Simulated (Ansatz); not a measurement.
composition GaSi15, cell Ga4Si60, held well above this temperature first [in the run: it was liquid; mean temperature 2400 K (target 2340 K); density 2.49 g/cm³; one k-point, which a denser mesh shifts by 0.1 GPa in pressure and 0.10 eV/Å in forces]. The solute's share, one atom in sixteen, is far above doping levels in devices. Bonds are counted up to Ga-Ga 3.42 Å, Ga-Si 3.86 Å, Si-Si 3.50 Å.

Question: What distribution of Si-Si-Si angles does PBE in Ansatz (a quantum-chemistry and plane-wave program) give?

Answer: mean 97°, standard deviation 34°.
```
angle (°) | p (1/°)
      1.5 |  0.0000
      4.5 |  0.0000
      7.5 |  0.0000
     10.5 |  0.0000
     13.5 |  0.0000
     16.5 |  0.0000
     19.5 |  0.0000
     22.5 |  0.0000
     25.5 |  0.0000
     28.5 |  0.0000
     31.5 |  0.0000
     34.5 |  0.0001
     37.5 | ## 0.0007
     40.5 | ######## 0.0030
     43.5 | ################## 0.0065
     46.5 | ########################## 0.0090
     49.5 | ############################## 0.0105
     52.5 | ############################## 0.0106
     55.5 | ############################# 0.0102
     58.5 | ########################### 0.0095
     61.5 | ########################## 0.0090
     64.5 | ######################### 0.0087
     67.5 | ######################### 0.0087
     70.5 | ######################## 0.0086
     73.5 | ######################### 0.0088
     76.5 | ######################### 0.0089
     79.5 | ########################## 0.0091
     82.5 | ########################### 0.0094
     85.5 | ########################### 0.0097
     88.5 | ########################### 0.0096
     91.5 | ########################### 0.0097
     94.5 | ############################ 0.0098
     97.5 | ############################ 0.0099
    100.5 | ########################### 0.0096
    103.5 | ########################### 0.0095
    106.5 | ########################## 0.0092
    109.5 | ########################## 0.0092
    112.5 | ######################### 0.0088
    115.5 | ######################## 0.0085
    118.5 | ######################## 0.0085
    121.5 | ####################### 0.0082
    124.5 | ###################### 0.0078
    127.5 | ##################### 0.0073
    130.5 | #################### 0.0070
    133.5 | ################### 0.0069
    136.5 | ################## 0.0064
    139.5 | ################## 0.0062
    142.5 | ################ 0.0057
    145.5 | ############### 0.0053
    148.5 | ############## 0.0050
    151.5 | ############# 0.0045
    154.5 | ############ 0.0042
    157.5 | ########## 0.0036
    160.5 | ######### 0.0031
    163.5 | ######## 0.0028
    166.5 | ###### 0.0022
    169.5 | ##### 0.0017
    172.5 | #### 0.0013
    175.5 | ## 0.0007
    178.5 | # 0.0003
```
